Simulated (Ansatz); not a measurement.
For La2C (model structure, started from the Ca2N type, R-3m, No. 166, 3 atoms in the cell), LDA in Ansatz (plane waves, PAW) gives:

```
Item                    Value
-------------------  --------
lattice parameter a   3.623 Å
c axis length        20.360 Å
bulk modulus         36.1 GPa
```

Problem. What does PBE (Ansatz, a quantum-chemistry and plane-wave program, plane waves, PAW) give for the same quantities?

Solution. 
- lattice constant a: 3.734 Å (rises by 3.1 %)
- lattice parameter c: 20.872 Å (rises by 2.5 %)
- bulk modulus: 32.4 GPa (shrinks by 10 %)

Changes are worked out from the printed values.

Unless a cell is named, each level is at its own relaxed cell (LDA 25.72, PBE 28.00 Å³/atom).

Caveats: the bulk modulus is −V dP/dV from two relaxed cells at ±2 % in volume (LDA, PBE). Ansatz's density-functional and Hartree–Fock values are scalar-relativistic unless marked +SOC, with PAW data made under PBE.

A model structure was made by putting elements into a prototype or built by hand; it is no filed structure, need not be a known phase, and can be a saddle point held by its symmetry.
